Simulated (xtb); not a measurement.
xtb 6.7.1, GFN2-xTB: Co(OH)(OMe)(NH3)2 (C[O][Co](<-[NH3])(<-[NH3])[OH]), charge 0, multiplicity 4, 16 atoms. The geometry is a generated start, not checked to be a minimum at this level.

```
Quantity                   Value
-----------------  -------------
run flags                 --grad
method                  GFN2-xTB
--acc                1 (default)
--etemp (K)        300 (default)
basis functions               40
valence electrons             45
```

```xyz
16

Co     0.1865     0.4194     0.6905
O      1.4551     0.9235     1.8220
H      1.6862     1.7225     2.2857
O     -1.3250     0.2280    -0.1329
C     -2.5830     0.3391    -0.6478
H     -2.7064     1.2756    -1.2159
H     -2.7959    -0.4983    -1.3333
H     -3.3482     0.3261     0.1455
N      0.6772    -1.8974     1.0369
H      0.2914    -2.5234     0.3424
H      0.2938    -2.1382     1.9429
H      1.6816    -1.9978     1.0781
N      1.4842     0.9017    -1.2948
H      1.0542     1.6615    -1.8053
H      1.5293     0.0879    -1.8923
H      2.4192     1.1700    -1.0216
```

Charge 0 and multiplicity 4 are set for this test and not shown to be the ground state. GFN-xTB has no spin term: --uhf 3 sets the occupations alone.

One run each on 1 thread. Values of broydamp tried: 0.02, 0.05, 0.1, 0.2, 0.4 (default), 0.6, 0.8, 1.

Problem. How does the count of SCC iterations change with broydamp, and where is it least?

Solution. Fewest SCC iterations, within one of each other: 0.4 (default) with 12, 0.6 with 12, 0.8 with 12. The count rises to 22 at 0.02. All converge to one solution.

| broydamp | SCC iterations | end |
|---|---|---|
| 0.02 | 22 | same solution |
| 0.05 | 19 | same solution |
| 0.1 | 17 | same solution |
| 0.2 | 14 | same solution |
| 0.4 (default) | 12 | same solution |
| 0.6 | 12 | same solution |
| 0.8 | 12 | same solution |
| 1 | 16 | same solution |
